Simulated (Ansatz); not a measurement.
# V3Si: pressure series

Take V$_{3}$Si in the A15 (Cr3Si type) structure (space group Pm-3n, No. 223; a = 4.650 Å) as the base.

Cell and atoms are relaxed at each pressure.

Method: DFT with PBEsol, PAW potentials and a 420 eV plane-wave cutoff in Ansatz (a first-principles code), no SOC.

Notes on the quantities. enthalpy: H = E + PV relative to the base's energy.

```json
[
 {"change": "base", "enthalpy": "–", "lattice parameter a": "4.650 Å"},
 {"change": "pressure −2 GPa", "enthalpy": "-0.16 eV/atom", "lattice parameter a": "4.665 Å"},
 {"change": "pressure −1 GPa", "enthalpy": "-0.08 eV/atom", "lattice parameter a": "4.657 Å"},
 {"change": "pressure 1.8 GPa", "enthalpy": "+0.14 eV/atom", "lattice parameter a": "4.636 Å"},
 {"change": "pressure 4.2 GPa", "enthalpy": "+0.33 eV/atom", "lattice parameter a": "4.619 Å"},
 {"change": "pressure 9 GPa", "enthalpy": "+0.69 eV/atom", "lattice parameter a": "[?]"},
 {"change": "pressure 18 GPa", "enthalpy": "+1.36 eV/atom", "lattice parameter a": "4.535 Å"},
 {"change": "pressure 30 GPa", "enthalpy": "+2.21 eV/atom", "lattice parameter a": "4.474 Å"},
 {"change": "pressure 45 GPa", "enthalpy": "+3.24 eV/atom", "lattice parameter a": "4.410 Å"},
 {"change": "pressure 60 GPa", "enthalpy": "+4.22 eV/atom", "lattice parameter a": "4.355 Å"}
]
```

Some entries are withheld; estimate them.


- pressure 9 GPa, lattice parameter a: 4.588 Å

Load acts through the strain it causes; cell and atoms are relaxed under it. No phonon test of stability was made. Competing high-pressure phases were not computed. Seeded moments were not kept for the base. All final runs are without spin polarisation.
